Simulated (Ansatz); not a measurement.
```
CELL_PARAMETERS angstrom
      0.00000     2.70862     2.70862
      2.70862     0.00000     2.70862
      2.70862     2.70862     0.00000
ATOMIC_POSITIONS crystal
  Zn 0.00000 0.00000 0.00000
  Se 0.75000 0.75000 0.75000
```

Level of theory: PBEsol with spin-orbit coupling, rigid bands (plane waves, PAW; Ansatz, an electronic-structure program). Condition of this run: hydrostatic pressure 10 GPa (the target of the relaxation). Geometry: cell and atoms relaxed with PBEsol, then loaded as said.

**Question.** What conductivity effective mass do dilute electrons have at 300 K?

**Answer.** 0.122 mₑ.

**Question.** Predict the hole conductivity mass (n e² τ/σ) at 300 K, by direction if it differs.

**Answer.** 0.56 mₑ.

**Question.** And the band gap?

**Answer.** 1.60 eV at this level; semilocal functionals usually fall short of the measured gap.

Rigid bands, one relaxation time for all states, no polarons.
